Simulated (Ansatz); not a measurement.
Base system: InSb in the zinc blende structure (space group F-43m, No. 216; a = 6.450 Å). Axes: x, y, z lie along the cube axes.

Level of theory: LDA (Ansatz, an electronic-structure program, PAW, spin-orbit coupling left out).

Base values:

```
Item                             Value
-----------------------------  -------
Pressure                       0.0 GPa
Shortest interatomic distance  2.793 Å
```

The change: uniaxial strain ε_zz = +2.00 %, all other strain components held at zero; the atoms relax in the strained cell.

Problem. Predict the new pressure.

Solution. The pressure (mean of the normal stresses, compression positive) goes from zero to -0.9 GPa.

Problem. What happens to the energy relative to the base?

Solution. The energy goes up by 2.7 meV/atom.

Problem. What happens to the shortest interatomic distance?

Solution. The shortest interatomic distance goes up by 0.019 Å to 2.812 Å.

Whether these cells are dynamically stable was not tested. All final runs are without spin polarisation.
